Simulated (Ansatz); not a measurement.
Levels about the gap of amorphous Zr20O41Li2 (63 atoms in a cell of 774 Å³, 5.35 g/cm³; zone centre alone, so wide bands show as single levels with stretches between that a denser mesh fills), at the geometry that PBE relaxed, where it gives 0.0 GPa on a denser mesh. The participation number counts the atoms over which a state spreads; weights are charges in smoothed Voronoi cells. The levels come from a single point, so bond lengths are those of that geometry. Method of the levels: r2SCAN, scalar-relativistic without spin-orbit coupling (Ansatz, a first-principles code). Sampling: the zone centre alone; Fermi-Dirac width 0.02 eV; no spin polarisation. At PBE the levels at the filled edge of the gap are localised (band-tail or defect states), and the nearest spread-out levels lie 3.5 eV apart at the zone centre.

The cell was made by melting and quenching with the CHGNet potential and then relaxed with DFT. O atoms were pushed apart under 1.9 Å during the dynamics, to hinder bonds among them. The hot cell started wider than the set density and was brought back towards it in steps. It is the lowest in DFT energy of 2 quenches. It is a model cell: composition and starting density were chosen by hand, and all elements were melted together. No dispersion term was used. Its density started from a set value of 5.21 and ended at 5.35 g/cm³. The quench (nominally 300 K/ps over its main leg) was far faster than any real one, so the model tends to hold more defects than a real film. One small periodic cell is one sample of the glass; other quenches scatter about these values. Volume and shape were free in the relaxation.

| E - E(highest filled), eV | filling | participation number | largest on | weight O | weight Zr | weight Li |
|---|---|---|---|---|---|---|
| -0.55 | filled | 13.2 | O, 3 neighbours | 0.94 | 0.06 | 0.00 |
| -0.53 | filled | 20.4 | O, 2 neighbours | 0.94 | 0.06 | 0.00 |
| -0.47 | filled | 16.7 | O, 3 neighbours | 0.94 | 0.05 | 0.01 |
| -0.35 | filled | 11.2 | O, 3 neighbours | 0.94 | 0.05 | 0.00 |
| -0.29 | filled | 17.8 | O, 3 neighbours | 0.95 | 0.04 | 0.01 |
| -0.25 | filled | 9.5 | O, 3 neighbours | 0.94 | 0.05 | 0.01 |
| 0.00 | filled | 4.3 | O, 3 neighbours | 0.95 | 0.05 | 0.00 |
| 3.66 | empty | 27.4 | Zr, 7 neighbours | 0.34 | 0.65 | 0.01 |
| 3.82 | empty | 26.8 | Zr, 7 neighbours | 0.34 | 0.65 | 0.01 |
| 3.90 | empty | 21.1 | Zr, 7 neighbours | 0.33 | 0.67 | 0.00 |
| 4.07 | empty | 20.0 | Zr, 7 neighbours | 0.34 | 0.66 | 0.00 |
| 4.13 | empty | 21.0 | Zr, 8 neighbours | 0.32 | 0.68 | 0.00 |
| 4.27 | empty | 27.5 | Zr, 7 neighbours | 0.34 | 0.65 | 0.01 |
| 4.32 | empty | 16.2 | Zr, 7 neighbours | 0.31 | 0.68 | 0.01 |

Most localised among these is the filled level at +0.00 eV, on a O atom, which has 3 neighbours (Zr 2.03 Å, Zr 2.09 Å, Zr 2.38 Å).
